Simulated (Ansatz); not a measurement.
By LDA and PBEsol, the system below comes out a metal.

Here is the system:

```
CELL_PARAMETERS angstrom
      2.52963     0.00000     0.00000
      0.00000     2.52963     0.00000
      1.26481    -1.26481     1.78872
ATOMIC_POSITIONS crystal
  Cu 0.00000 0.00000 0.00000
```

Space group of this cell: Fm-3m, fcc (Cu type). The cell is taken as given; by PBEsol its mean pressure is -1.9 GPa.

The current runs along the normal of the first two printed vectors, the (001) plane. All runs by Ansatz (an electronic-structure program), plane waves and PAW, without spin-orbit coupling; the base is PBEsol.

```
run                                                      mean pressure (GPa)  G/A, both spins (10¹⁵ S/m²)
-------------------------------------------------------  -------------------  ---------------------------
base                                                                    -1.9                         1.11
all lengths scaled by 0.98                                               9.3                          [?]
all lengths scaled by 1.02                                             -10.0                         1.08
lda in place of pbesol                                                  -8.4                         1.11
lengths across the current scaled by 0.98, ions clamped                  5.2                          [?]
lengths across the current scaled by 1.02, ions clamped                 -7.6                         1.08
lengths along the current scaled by 0.97, ions clamped                   3.3                         1.14
lengths along the current scaled by 1.03, ions clamped                  -6.2                          [?]
```

Fill in the missing entries.


- all lengths scaled by 0.98, G/A, both spins (10¹⁵ S/m²): 1.16
- lengths across the current scaled by 0.98, ions clamped, G/A, both spins (10¹⁵ S/m²): 1.15
- lengths along the current scaled by 1.03, ions clamped, G/A, both spins (10¹⁵ S/m²): 1.09
